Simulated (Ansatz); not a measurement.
## Quick settings and what they miss: LiGaIr (P6_3/mmc, 6 atoms in the cell)

Self-consistent single point.

```xyz
6
Lattice="4.1331 0.0000 0.0000 -2.0666 3.5794 0.0000 0.0000 0.0000 5.5700" Properties=species:S:1:pos:R:3 pbc="T T T"
Li     0.0000     2.3863     4.1775
Li     2.0666     1.1931     1.3925
Ga     0.0000     2.3863     1.3925
Ga     2.0666     1.1931     4.1775
Ir     0.0000     0.0000     0.0000
Ir     0.0000     0.0000     2.7850
```

Method of the run: PBEsol, default PAW files made with PBE (plane waves; Ansatz, a quantum-chemistry and plane-wave program).

Base settings: basis.ecutwfc = 420 eV; kpoints.mp_grid.grid = 9 9 6; hamiltonian.xc = pbesol; hamiltonian.pseudopotentials = {kind: paw} (the program's default PAW files); scf.occupations.method = methfessel_paxton; scf.occupations.width = 0.2 eV.

Tight run (finer mesh or higher cutoff; not a proven limit): basis.ecutwfc: 420 eV → 590 eV; kpoints.mp_grid.grid: 9 9 6 → 13 13 9; scf.convergence.dr2_threshold: default (1e-07 eV) → 1e-09 eV. It gave Fermi level (on the code's own zero) 13.48 eV; pressure -10.82 GPa.

Quick runs, as changes from the base:
- A: the base itself
- B: basis.ecutwfc: 420 eV → 295 eV; kpoints.mp_grid.grid: 9 9 6 → 8 8 8; scf.occupations.method: methfessel_paxton → cold; scf.occupations.width: 0.2 eV → 0.136 eV; scf.convergence.dr2_threshold: default (1e-07 eV) → 0.001 eV
- C: basis.ecutwfc: 420 eV → 250 eV; kpoints.mp_grid.grid: 9 9 6 → 3 3 3; scf.occupations.method: methfessel_paxton → gaussian; scf.occupations.width: 0.2 eV → 0.136 eV; scf.convergence.dr2_threshold: default (1e-07 eV) → 0.001 eV

Energies are extrapolated to zero smearing width, which holds to low order in the width alone.

The count of work is k-points × plane waves × bands × iterations; it is no time. 

Pressures in the table are Ansatz's without its Pulay estimate, at a fixed set of plane waves; the tight run's value above holds the estimate.

The starting cell comes from a database of computed structures (which also holds hypothetical and non-ambient phases and stackings), without a prior relaxation at this level. Its lattice was rescaled by a random factor within 2.5 % of one. Spin polarisation is off. In the base run, with a pressure of about -11 GPa the cell is away from its equilibrium volume at this level.

| run | energy less tight (meV/atom) | pressure less tight (GPa) | count of work / tight |
|---|---|---|---|
| A | 0.9 | -0.01 | 0.21 |
| B | 126.7 | -14.12 | 0.075 |
| C | 1055.7 | -75.76 | 0.010 |

Among the runs at the tight run's level, the energy misses run from 0.9 to 1055.7 meV/atom.

Left out of this page: 3 runs of the series unsound by tests on forces, stress, charge or solver warnings.

Keys are those of Ansatz 0.2.
